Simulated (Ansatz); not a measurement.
# Carrier properties of monolayer ZrS$_{2}$

Consider the following.

```
CELL_PARAMETERS angstrom
      3.68551     0.00000     0.00000
     -1.84275     3.19174     0.00000
      0.00000     0.00000    18.94732
ATOMIC_POSITIONS crystal
  Zr 0.00000 0.00000 0.50000
  S  0.33333 0.66667 0.57643
  S  0.66667 0.33333 0.42357
```

These are PBE, rigid bands (plane waves, PAW, scalar-relativistic; Ansatz, a first-principles code) values and carry that method's errors. Cell: cell and atoms relaxed with PBE.

```yaml
band_gap: 1.20 eV
electron conductivity mass (300 K, dilute): 0.53 mₑ
hole conductivity mass (300 K, dilute): 0.33 mₑ
effective density of states N_c (300 K): 2.6e13 cm⁻²
effective density of states N_v (300 K): 7.3e12 cm⁻²
Seebeck coefficient, n-type 1.9e12 cm⁻², 300 K: -396 μV/K
Seebeck coefficient, p-type 1.9e12 cm⁻², 300 K: 283 μV/K
```

Rigid bands; masses and Seebeck coefficients take one relaxation time τ for all states and one kind of carrier; polarons and phonon drag are left out. Spin-orbit coupling is left out; where it splits the top of the valence band, N_v and the p-type Seebeck coefficient come out somewhat high without it.

Model free-standing layer, not matched to a measured one here: monolayer ZrS2.
